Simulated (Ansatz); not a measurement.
CdTe (I-4m2), r2SCAN with spin-orbit coupling, rigid bands in Ansatz (a program for electronic structure): Condition of this run: biaxial stress in (001) of 1 GPa (compression positive) (the target of the relaxation). band gap 0.98 eV, N_c = 7.59e17 cm⁻³ and N_v = 4.76e18 cm⁻³ at 300 K, conductivity masses along x (a = (0.00, 3.17, 3.35) Å; b = (3.17, 0.00, 3.35) Å; c = (3.17, 3.17, 0.00) Å) of 0.0995 mₑ (electrons) and 0.334 mₑ (holes). Take k_BT = 0.02585 eV.

Find the intrinsic carrier density and the intrinsic Fermi level.

n_i = √(N_c N_v) exp(−E_g/2k_BT) = 1.90e18 × exp(−18.95) = 1.1e10 cm⁻³. The level lies (k_BT/2) ln(N_v/N_c) = 24 meV from mid-gap (positive towards the conduction band). Each 0.1 eV added to the gap lowers n_i by a factor of 6.9.

What thermal injection velocity √(2k_BT/πm) limits a ballistic channel along the direction named?

1.71e7 cm/s for electrons and 9.31e6 cm/s for holes, a ratio of √(m_h/m_e) = 1.83, for dilute carriers.

Rigid, parabolic bands with the computed gap; masses take one relaxation time for all states. Geometry: cell and atoms relaxed with PBEsol.
